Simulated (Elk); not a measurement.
Worked example: self-consistent single point of Ni3Hg (Pm-3m, 4 atoms in the cell) in Elk.

Computed with PBEsol, all-electron FP-LAPW, Elk's shipped species files, APW+lo basis with extra local orbitals run with Elk.

The change in words: lattice scaled by 0.98. Reference geometry:
```yaml
crystal:
  lattice:
    - [3.74491, 0.00000, 0.00000]
    - [0.00000, 3.74491, 0.00000]
    - [0.00000, 0.00000, 3.74491]
  atoms:
    - { symbol: Ni, position: [0.00000, 0.50000, 0.50000], spin: 2.0 }
    - { symbol: Ni, position: [0.50000, 0.00000, 0.50000], spin: 2.0 }
    - { symbol: Ni, position: [0.50000, 0.50000, 0.00000], spin: 2.0 }
    - { symbol: Hg, position: [0.00000, 0.00000, 0.00000] }
```
(The spins are starting values, not results.)

Reference input (self-consistent single point, DFT, PBEsol, all-electron FP-LAPW, Elk's shipped species files, APW+lo basis with extra local orbitals): xctype = 22; spinpol = true; rgkmax = 8; swidth = 0.00367493 Ha; ngridk = 9 9 9; reducebf = 0.8; tforce = true; gmaxvr = 18 1/bohr; lmaxapw = 10; lmaxo = 8; nxlo = 2; lorbcnd = true. This run's input differs from it in these lines:

```diff
@@ -55,5 +55,5 @@
 avec
-    7.0768542614    0.0000000000    0.0000000000
-    0.0000000000    7.0768542614    0.0000000000
-    0.0000000000    0.0000000000    7.0768542614
+    6.9353175541    0.0000000000    0.0000000000
+    0.0000000000    6.9353175541    0.0000000000
+    0.0000000000    0.0000000000    6.9353175541
```

The program printed (abridged):

```
│ Self-consistent loop started │
│ Loop number : 1 │
 total energy                :     -24211.4402720
 total moment                :    2.442756310
│ Loop number : 2 │
 total energy                :     -24212.1692751
 total moment                :    2.472267097
RMS change in Kohn-Sham potential (target) :    3.884304079     (  0.1000000000E-05)
Absolute change in total energy (target)   :   0.7290031155     (  0.1000000000E-03)
│ Loop number : 3 │
 total energy                :     -24206.6996506
 total moment                :    1.387590737
RMS change in Kohn-Sham potential (target) :    3.303617885     (  0.1000000000E-05)
   [... lines left out ...]
│ Loop number : 29 │
 total energy                :     -24215.1480622
 total moment                :   0.7174304402
RMS change in Kohn-Sham potential (target) :   0.5686993491E-06 (  0.1000000000E-05)
Absolute change in total energy (target)   :   0.2423783626E-03 (  0.1000000000E-03)
│ Loop number : 30 │
 total energy                :     -24215.1480351
 total moment                :   0.7167468641
RMS change in Kohn-Sham potential (target) :   0.6757878560E-06 (  0.1000000000E-05)
Absolute change in total energy (target)   :   0.8764158338E-04 (  0.1000000000E-03)
Convergence targets achieved

│ Loop number : 31 │

Energies :
 Fermi                       :     0.357756373571
 xc effective B-field        :    -0.446464973369E-02
 external B-field            :      0.00000000000
 total energy                :     -24215.1480855
 (external B-field energy excluded from total)

Density of states at Fermi energy :    140.1761765
 (states/Hartree/unit cell)

Estimated indirect band gap :   0.1813148597E-03
 from k-point     28 to k-point     35
Estimated direct band gap   :   0.4952988358E-03
 at k-point     35

Charges :
 core                        :    98.00000000
 valence                     :    66.00000000
 interstitial                :    5.143621811
 muffin-tins (core leakage)
  species :    1 (Ni)
   atom    1                 :    26.75052632     (  0.1015081086E-02)
   [... lines left out ...]
 total moment                :   0.7163516983
   [... lines left out ...]
   total force               :     0.00000000   -0.00000000    0.00000000
   total magnitude           :     0.00000000
 species :    2 (Hg)
  atom :    1
   Hellmann-Feynman          :     0.00000000    0.00000000    0.00000000
   IBS                       :    -0.00000000    0.00000000    0.00000000
   total force               :     0.00000000    0.00000000    0.00000000
   total magnitude           :     0.00000000
```

The run converged in 31 iterations. The count includes the last loop, which Elk runs after its targets are met. Against the reference run the free energy goes down by 15.1 meV/atom and the size of the net moment goes from 0.24 to 0.18 μB/atom.

The starting cell comes from a database of computed structures (which also holds hypothetical and non-ambient phases and stackings), without a prior relaxation at this level. For this run, on top of that: lattice scaled by 0.98. Spin-orbit coupling is off. The moments shrank to a small part of their start, a low-spin state that need not be the lowest. Values depend on the basis (sphere radii, cutoffs, local orbitals), which need not be converged. The log's line on a gap gives a spacing of levels on this mesh, which the program prints for metals too.

Cost on one core of a shared machine: roughly 8 min.
